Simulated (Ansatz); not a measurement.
Au (Fm-3m), Ansatz (a program for electronic structure) with PBE, DFPT electron-phonon coupling, linearised Boltzmann equation: Condition of this run: functional PBE. phonon-limited resistivity 2.95 μΩ·cm at 300 K, 3.95 μΩ·cm at 400 K, current-weighted mean free path 30 nm, Drude plasma energy 8.73 eV.

Estimate the electronic thermal conductivity at 300 K by the Wiedemann-Franz law (L₀ = 2.44×10⁻⁸ W·Ω/K²).

L₀T/ρ = 2.44×10⁻⁸ × 300/(2.95×10⁻⁸) = 248 W/(m·K). Inelastic scattering puts the true Lorenz number somewhat under L₀ near and below the Debye temperature.

What temperature coefficient of resistance follows, and how does it compare with 1/T?

(ρ₄₀₀ − ρ₃₀₀)/(100 K × ρ₃₀₀) = 3.39×10⁻³ K⁻¹, against 1/T = 3.33×10⁻³ K⁻¹ for a resistivity proportional to T. Impurities would add a constant and lower it.

What is the classical skin depth at 10 GHz (nonmagnetic, μ₀ = 1.257×10⁻⁶ H/m)?

δ = √(ρ/(π f μ₀)) = 864 nm.

A metal at this level (no band gap). Only scattering by harmonic phonons is included (no impurities, grain boundaries, electron-electron scattering or thermal expansion). Spin-orbit coupling is left out, which matters with elements this heavy. Halving the electron mesh (36x36x36) moves the resistivity by up to 1 % at 300 K, the mean free path by up to 1 %. Smearing 0.20 eV; phonons on a 6x6x6 q mesh, which this run doesn't test.
